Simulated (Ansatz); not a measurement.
Ansatz (a first-principles code) run on ScB2 (P6mm, 3 atoms in the cell): self-consistent single point.

Method: PBEsol, default PAW files made with PBE (plane waves; Ansatz).

```
CELL_PARAMETERS angstrom
      3.12968     0.00000     0.00000
     -1.56484     2.71039     0.00000
      0.00000     0.00000     3.51772
ATOMIC_POSITIONS crystal
  Sc 0.00000 0.00000 0.01421
  B  0.66667 0.33333 0.50000
  B  0.33333 0.66667 0.50000
```

Reference input (self-consistent single point, DFT, PBEsol, plane waves, default PAW files made with PBE): basis.ecutwfc = 420 eV; kpoints.mp_grid.grid = 12 12 9; hamiltonian.xc = pbesol; hamiltonian.pseudopotentials = {kind: paw} (the program's default PAW files); scf.occupations.method = gaussian; scf.occupations.width = 0.1 eV. This run's input differs from it in these lines:

Ansatz 0.2 input:
```diff
@@ -12,3 +12,3 @@
 kpoints:
-  mp_grid: { grid: [12, 12, 9] }
+  mp_grid: { grid: [8, 8, 6] }
 hamiltonian:
```

The program printed (abridged):

```
SCF iter   1: F=—  HF=-2419.386786 eV  |F-HF|=—  |Δ(HF+E_count)|=         —  Δρ=4.26e-3  dr2=5.69e-3  ethr=1.77e-3  ⟨swp⟩=4.4  Hψ=2494  notcnv=0
all-band conjugate gradients solve this SCF's bands
preconditioner: auto → none
SCF iter   2: F=—  HF=-2419.385125 eV  |F-HF|=—  |Δ(HF+E_count)|=   1.66e-3  Δρ=2.50e-3  dr2=2.54e-3  ethr=3.35e-5  ⟨swp⟩=1.0  Hψ=844  notcnv=0
SCF iter   3: F=—  HF=-2419.384355 eV  |F-HF|=—  |Δ(HF+E_count)|=   7.70e-4  Δρ=2.64e-4  dr2=1.40e-5  ethr=1.49e-5  ⟨swp⟩=2.0  Hψ=666  notcnv=0
SCF iter   4: F=—  HF=-2419.384374 eV  |F-HF|=—  |Δ(HF+E_count)|=   1.89e-5  Δρ=9.63e-5  dr2=3.81e-6  ethr=8.26e-8  ⟨swp⟩=2.0  Hψ=798  notcnv=0
SCF iter   5: F=—  HF=-2419.384373 eV  |F-HF|=—  |Δ(HF+E_count)|=   1.11e-6  Δρ=3.14e-5  dr2=2.82e-7  ethr=2.24e-8  ⟨swp⟩=2.1  Hψ=778  notcnv=0
SCF iter   6: F=-2419.384373 eV  HF=-2419.384373 eV  |F-HF|=2.05e-9  |Δ(HF+E_count)|=   3.32e-8  Δρ=4.99e-6  dr2=5.60e-9  ethr=5.88e-10  ⟨swp⟩=5.2  Hψ=1846  notcnv=0
SCF 1 converged in 6 iterations: F = -2419.384373 eV  dr2 = 5.60e-9
Free energy (F): -2419.384373 eV
Internal energy: -2419.378990 eV  (E = F + TS)
E sigma→0 (E₀):  -2419.381681 eV
Entropy (-TS):   -0.005384 eV (-1.795 meV/atom)
Fermi energy:    12.058113 eV
--- Forces (eV/Å), atoms counted from 1 ---
  atom   1  Sc     0.00000000     0.00000000    -0.49057361
  atom   2  B      0.00000000    -0.00000000     0.24530026
  atom   3  B     -0.00000000     0.00000000     0.24530026
--- Stress (GPa, compression-positive) ---
       -1.461878       0.000000       0.000000
        0.000000      -1.461878      -0.000000
        0.000000      -0.000000      -3.251022
  P = ⅓ Tr σ = -2.0583 GPa (-20.583 kbar)
  The stress holds the Pulay correction. Without it, at fixed plane waves, as pw.x and ABINIT print it: P = -2.2234 GPa
```

The run converged in 6 iterations. Against the reference run the free energy goes down by 1.9 meV/atom, the pressure goes from -1.95 to -2.06 GPa and the largest force hardly changes (0.481 to 0.491 eV/Å).

The starting cell comes from a database of computed structures (which also holds hypothetical and non-ambient phases and stackings), without a prior relaxation at this level. Its lattice was rescaled by up to half a per cent. One atom was moved a little off its site on purpose. Ansatz's pressure includes its estimate of the finite-basis (Pulay) stress.
